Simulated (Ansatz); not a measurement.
**Effect of biaxial strain −0.50 %, plane normal [001], relaxed out of plane on BeS**

Consider BeS in the zinc blende structure (space group F-43m, No. 216; a = 4.796 Å). Axes: x, y, z lie along the cube axes.

The change: compressive biaxial strain of 0.50 % in the plane normal to [001], as in epitaxy on a mismatched substrate; the out-of-plane cell vector and the atoms relax.

Method: LDA, PAW, 420 eV (Ansatz, a program for electronic structure; scalar-relativistic without spin-orbit coupling). Settings: 12×12×12 k-points, 0.05 eV Fermi–Dirac smearing.

```json
[
 {"quantity": "space group", "base": "F-43m (No. 216)", "changed": "I-4m2 (No. 119)", "shift": "–"},
 {"quantity": "shortest interatomic distance", "base": "3.925 bohr", "changed": "3.917 bohr", "shift": "-0.008 bohr"},
 {"quantity": "energy relative to the base (free energy F)", "base": "0 meV/atom", "changed": "+0.4 meV/atom", "shift": "+0.4 meV/atom"},
 {"quantity": "band gap", "base": "2.82 eV", "changed": "2.77 eV", "shift": "-0.055 eV"},
 {"quantity": "gap character", "base": "–", "changed": "indirect, Γ → X", "shift": "–"},
 {"quantity": "smallest direct gap", "base": "5.49 eV", "changed": "5.47 eV", "shift": "-0.02 eV"},
 {"quantity": "electron mass", "base": "0.80 mₑ along k, 0.28 mₑ across (at X)", "changed": "0.79 mₑ along k, 0.28 mₑ across (at X)", "shift": "–"},
 {"quantity": "valence-band top at Γ (three highest levels, from the VBM)", "base": "0.00, 0.00, 0.00 eV", "changed": "0.00, 0.00, -0.05 eV", "shift": "–"},
 {"quantity": "valley order (the lowest conduction-band minima on the path, energy above the VBM, named in the base's zone)", "base": "X along ⟨100⟩ 2.82 eV", "changed": "X along [010] 2.77 eV; X along [001] 2.84 eV", "shift": "–"},
 {"quantity": "out-of-plane strain", "base": "–", "changed": "+0.40 %", "shift": "–"},
 {"quantity": "mean in-plane stress (compression positive)", "base": "–", "changed": "+0.9 GPa", "shift": "–"}
]
```

Final structure (turned so that z lies along the plane normal):

```xyz
2
Lattice="3.3746 0.0000 0.0000 0.0000 3.3746 0.0000 1.6873 -1.6873 2.4079" Properties=species:S:1:pos:R:3 pbc="T T T"
Be     0.0000     0.0000     0.0000
S      3.3746     1.6873     1.2039
```

Cost of the whole job for the changed cell (relaxation, final SCF and bands): roughly 18 core-seconds.

Masses are band curvatures over ±0.01 Å⁻¹ around the edge. Along k means along the line from Γ to the band edge. No phonon test of stability was made. k-point labels follow each cell's own Brillouin zone.
